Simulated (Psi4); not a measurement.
Psi4 1.11, HF/def2-svpd: Ga(Cl)4 ([Cl][Ga-]([Cl])([Cl])[Cl]), charge -1, multiplicity 1, 5 atoms. The geometry is a generated start, not checked to be a minimum at this level.

* **task**: energy
* **method**: scf
* **basis**: def2-svpd
* **memory**: 3 GB
* **maxiter**: 100
* **keys of the molecule block**: symmetry c1
* **scf_type**: df (default)
* **e_convergence**: 1e-06 (default)
* **d_convergence**: 1e-06 (default)
* **basis functions**: 146

```xyz
5

Ga     0.0003     0.0005     0.0001
Cl     1.7308    -0.5837    -1.1747
Cl     0.6282     0.4822     2.0224
Cl    -0.9351     1.7397    -0.9030
Cl    -1.4241    -1.6386     0.0552
```

Charge -1 and multiplicity 1 are set for this test and not shown to be the ground state.

With the defaults (damping_percentage = 0, diis_max_vecs = 10, guess = auto, which took SAD, scf_initial_accelerator = adiis, diis = true, soscf = false, soscf_start_convergence = 0.01) it converges in 8 SCF iterations. One run each on 2 threads, with these changes:
- diis_max_vecs = 3
- guess = modhuckel
- diis_max_vecs = 6
- damping_percentage = 60
- scf_initial_accelerator = ediis
- damping_percentage = 60, scf_initial_accelerator = none, diis = false
- guess = core
- scf_initial_accelerator = none
- soscf = true, soscf_start_convergence = 0.1

Task: Which runs fail or end elsewhere than the default run?

Result: No convergence: damping_percentage = 60 (the run ends without SCF convergence in 100 iterations). The rest reach the solution of the defaults.

```json
[
 {"setting": "soscf = true, soscf_start_convergence = 0.1", "SCF iterations": "5", "JK calls": "16", "end": "same solution"},
 {"setting": "the defaults", "SCF iterations": "8", "JK calls": "9", "end": "same solution"},
 {"setting": "diis_max_vecs = 6", "SCF iterations": "8", "JK calls": "9", "end": "same solution"},
 {"setting": "scf_initial_accelerator = ediis", "SCF iterations": "8", "JK calls": "9", "end": "same solution"},
 {"setting": "guess = modhuckel", "SCF iterations": "8", "JK calls": "22", "end": "same solution"},
 {"setting": "scf_initial_accelerator = none", "SCF iterations": "8", "JK calls": "9", "end": "same solution"},
 {"setting": "diis_max_vecs = 3", "SCF iterations": "9", "JK calls": "10", "end": "same solution"},
 {"setting": "guess = core", "SCF iterations": "12", "JK calls": "12", "end": "same solution"},
 {"setting": "damping_percentage = 60, scf_initial_accelerator = none, diis = false", "SCF iterations": "55", "JK calls": "56", "end": "same solution"},
 {"setting": "damping_percentage = 60", "SCF iterations": "100", "JK calls": "101", "end": "no convergence"}
]
```

An SOSCF iteration holds several JK calls; a Hückel guess adds calls on atoms.
